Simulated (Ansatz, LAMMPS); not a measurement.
# Si sphere of 29 atoms, radius 0.50 nm, coherent in Ge, 5x5x5 cubic cells at the host's lattice parameter

Cell 28.80 × 28.80 × 28.80 Å, Si29Ge971, 1000 atoms. Prepared with Tersoff's 1989 multicomponent potential (SiCGe.tersoff) in LAMMPS: minimisation. 

Level of theory: PBE, support functions at accuracy medium on the grid of 370 eV (norm-conserving potentials; Ansatz, an electronic-structure program).

Basis: localised support functions (accuracy medium) on a full density matrix. k-points: zone centre alone; occupations: Fermi-Dirac, 0.010 eV; spin polarisation not allowed. No spin-orbit coupling.

```yaml
energy over the perfect crystal(s), per atom: 2 meV/atom
electronic_character_of_the_cell: no gap resolved at this smearing
coordination (neighbours within 2.994 Å): 100.0 % 4-fold
Ge-Ge bonds, mean ± spread: 2.497 ± 0.003 Å
Ge-Si bonds, mean ± spread: 2.467 ± 0.006 Å
Si-Si bonds, mean ± spread: 2.414 ± 0.009 Å
bond angles, mean ± spread: 109.5° ± 0.5°
pressure: -0.24 GPa
cost_of_the_final_run: very roughly 60 core-minutes, 13 SCF iterations, 20 GiB
```
